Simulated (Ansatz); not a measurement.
**PbSe under a change: holes 5.0×10^20 cm⁻³**

The reference is PbSe in the rock salt structure (space group Fm-3m, No. 225; a = 6.2177 Å).

Modification: hole doping at 5.0×10^20 cm⁻³ (0.0300 per cell), with a uniform compensating background at fixed cell and a 300 K Fermi–Dirac width.

Method: Ansatz (an electronic-structure program), PBE, PAW, cutoff 420 eV, no SOC, earlier PAW set. Settings: 21×21×21 k-points, 0.0259 eV Fermi–Dirac smearing.

| quantity | base | changed | shift |
|---|---|---|---|
| gap between the host's bands | 0.44 eV | 0.45 eV | +0.01 eV |
| gap character | direct at L | direct at L | – |
| valley order (the lowest conduction-band minima on the path, energy above the VBM, named in the base's zone) | L along ⟨111⟩ 0.44 eV; a point along ⟨110⟩, about 0.6 Å⁻¹ from Γ 1.23 eV | L along ⟨111⟩ 0.45 eV; a point along ⟨110⟩, about 0.6 Å⁻¹ from Γ 1.24 eV | – |
| Fermi level relative to the doped band's edge (positive inside the band; to 0.05 eV) | – | +0.30 eV | – |

Cost of the whole job for the changed cell (relaxation, final SCF and bands): roughly 40 core-seconds.

Charged cell with a jellium background: band edges are those of the host's band count, energies are not comparable with the neutral cell, and many-body gap narrowing is missing. Spin-orbit coupling, missing from the scalar runs, can matter with Pb. Stability against distortions was not tested.
